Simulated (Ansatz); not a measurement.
Structures of equal composition on the (0001) surface of 4H silicon carbide (Si plane on top): 2x2 Si adatom at H3; 2x2 Si adatom at T1; 2x2 Si adatom at T4. The slabs share one bottom face, and each structure is named by its start. These are constructed structures in small cells; real faces may alloy, dewet or reconstruct in larger ones, and not all known structures of the face are among them. Slabs of about 10 Å, Fermi-Dirac smearing of 0.025 eV. Bottom of the slabs: H caps. Relaxed from the named starts with such symmetry as they have, on meshes of like density; energies extrapolated to zero smearing; spin only where a row says so; no spin-orbit coupling, no U. Brackets mark spin-polarised runs, whose order is one that fits the cell. Where a second, spin-polarised start was run, the lower counts.

The numbers are results of r2SCAN, at the PBE geometry (plane waves to 500 eV, PAW; Ansatz, a program for electronic structure), not measurements.

Question: Order them by energy per 1x1 cell (lowest first) at the level r2SCAN, at the PBE geometry.

Answer: 2x2 Si adatom at H3 (0.000 eV), 2x2 Si adatom at T4 (0.015 eV), 2x2 Si adatom at T1 (0.665 eV)
